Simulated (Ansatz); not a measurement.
A self-consistent single point of LiZn3 (I4mm, 4 atoms in the cell) with Ansatz (a program for electronic structure).

Computed with LDA (PW92), default PAW files made with PBE (plane waves; Ansatz).

The change in words: lattice scaled by 0.98; basis.ecutwfc: 30.9 Ry → 15.4 Ry. Reference geometry:
```xyz
4
Lattice="0.0000 3.0201 3.0201 3.0201 0.0000 3.0201 3.0201 3.0201 0.0000" Properties=species:S:1:pos:R:3 pbc="T T T"
Li     0.0000     0.0000     0.0500
Zn     1.5101     1.5101     1.5101
Zn     4.5302     4.5302     4.5302
Zn     3.0201     3.0201     3.0201
```

Reference input (self-consistent single point, DFT, LDA (PW92), plane waves, default PAW files made with PBE): basis.ecutwfc = 30.9 Ry; kpoints.mp_grid.grid = 8 8 8; hamiltonian.xc = lda; hamiltonian.pseudopotentials = {kind: paw} (the program's default PAW files); scf.occupations.method = gaussian; scf.occupations.width = 0.0073 Ry. This run's input differs from it in these lines:

Ansatz 0.2 input:
```diff
@@ -3,5 +3,5 @@
   lattice:
-    - [0.000000, 3.020143, 3.020143]
-    - [3.020143, 0.000000, 3.020143]
-    - [3.020143, 3.020143, 0.000000]
+    - [0.000000, 2.959740, 2.959740]
+    - [2.959740, 0.000000, 2.959740]
+    - [2.959740, 2.959740, 0.000000]
   atoms:
@@ -12,3 +12,3 @@
 basis:
-  ecutwfc: 30.9 Ry
+  ecutwfc: 15.4 Ry
 kpoints:
```

The program printed (abridged):

```
SCF iter   1: F=—  HF=-9929.731274 eV  |F-HF|=—  |Δ(HF+E_count)|=         —  Δρ=7.68e-2  dr2=1.31e0  ethr=1.77e-3  ⟨swp⟩=4.8  Hψ=5825  notcnv=0
all-band conjugate gradients solve this SCF's bands
preconditioner: auto → none
SCF iter   2: F=—  HF=-9926.760980 eV  |F-HF|=—  |Δ(HF+E_count)|=    2.97e0  Δρ=6.25e-2  dr2=1.35e0  ethr=1.77e-3  ⟨swp⟩=3.0  Hψ=4015  notcnv=0  defer=21
   [... lines left out ...]
SCF iter   5: F=—  HF=-9926.426628 eV  |F-HF|=—  |Δ(HF+E_count)|=   1.58e-3  Δρ=1.18e-3  dr2=5.34e-4  ethr=1.06e-5  ⟨swp⟩=2.0  Hψ=2507  notcnv=0  defer=21
SCF iter   6: F=—  HF=-9926.426415 eV  |F-HF|=—  |Δ(HF+E_count)|=   2.13e-4  Δρ=2.99e-4  dr2=2.93e-5  ethr=1.37e-6  ⟨swp⟩=2.0  Hψ=2280  notcnv=0  defer=21
SCF iter   7: F=—  HF=-9926.426404 eV  |F-HF|=—  |Δ(HF+E_count)|=   1.12e-5  Δρ=4.00e-5  dr2=4.40e-7  ethr=7.50e-8  ⟨swp⟩=2.2  Hψ=2248  notcnv=0  defer=21
SCF iter   8: F=-9926.426404 eV  HF=-9926.426404 eV  |F-HF|=1.72e-9  |Δ(HF+E_count)|=   1.57e-7  Δρ=2.29e-6  dr2=2.00e-9  ethr=2.56e-10  ⟨swp⟩=4.4  Hψ=4318  notcnv=0
SCF 1 converged in 8 iterations: F = -9926.426404 eV  dr2 = 2.00e-9
Free energy (F): -9926.426404 eV
Internal energy: -9926.421465 eV  (E = F + TS)
E sigma→0 (E₀):  -9926.423934 eV
Entropy (-TS):   -0.004938 eV (-1.235 meV/atom)
Fermi energy:    10.224894 eV
--- Forces (eV/Å), atoms counted from 1 ---
  atom   1  Li     0.00000000     0.00000000    -0.12201056
  atom   2  Zn    -0.00000000     0.00000000     0.06073150
  atom   3  Zn    -0.00000000     0.00000000     0.06073150
  atom   4  Zn     0.00000000     0.00000000     0.00054947
--- Stress (GPa, compression-positive) ---
       -0.305735       0.000000       0.000000
        0.000000      -0.305735       0.000000
        0.000000       0.000000      -0.305166
  P = ⅓ Tr σ = -0.3055 GPa (-3.055 kbar)
  The stress holds the Pulay correction. Without it, at fixed plane waves, as pw.x and ABINIT print it: P = -207.3898 GPa
```

The run converged in 8 iterations. Against the reference run the free energy rises by 3.66 eV/atom, the pressure goes from -4.91 to -0.31 GPa and the largest force goes from 0.141 to 0.122 eV/Å.

The starting cell comes from a database of computed structures (which also holds hypothetical and non-ambient phases and stackings), without a prior relaxation at this level. Its lattice was rescaled by up to half a per cent. One atom was moved a little off its site on purpose. For this run, on top of that: lattice scaled by 0.98. Ansatz's pressure includes its estimate of the finite-basis (Pulay) stress. Without the estimate this run gives -207.39 GPa. The cutoff lies below the one recommended for these files.
